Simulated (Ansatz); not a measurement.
## A computed series for InSb: response to strain

Start from InSb in the zinc blende structure (space group F-43m, No. 216; a = 6.450 Å). Axes: x, y, z lie along the cube axes.

Strains are applied to the cell and any free atomic positions relax.

Computed with Kohn–Sham DFT with the LDA functional, run in Ansatz (a first-principles code) with PAW and 420 eV plane waves, no spin-orbit coupling.

Notes on the quantities. energy relative to the base: free energy F; pressure: mean of the normal stresses, compression positive.

```tsv
case	energy relative to the base	shortest interatomic distance	pressure
base	0 meV/atom	5.278 bohr	0.0 GPa
uniaxial strain ε_zz = −1.00 %	+0.7 meV/atom	5.260 bohr	0.5 GPa
uniaxial strain ε_zz = −0.50 %	+0.2 meV/atom	5.269 bohr	0.2 GPa
uniaxial strain ε_zz = +0.50 %	+0.2 meV/atom	5.286 bohr	-0.2 GPa
uniaxial strain ε_zz = +1.00 %	+0.7 meV/atom	5.295 bohr	-0.5 GPa
uniaxial strain ε_zz = +1.50 %	+1.5 meV/atom	5.304 bohr	-0.7 GPa
uniaxial strain ε_zz = +2.00 %	+2.7 meV/atom	5.313 bohr	-0.9 GPa
uniaxial strain ε_zz = +2.50 %	+4.2 meV/atom	5.322 bohr	-1.1 GPa
uniaxial strain ε_zz = +3.00 %	+6.1 meV/atom	5.331 bohr	-1.3 GPa
```

No phonon test of stability was made. The final runs are not spin-polarised.
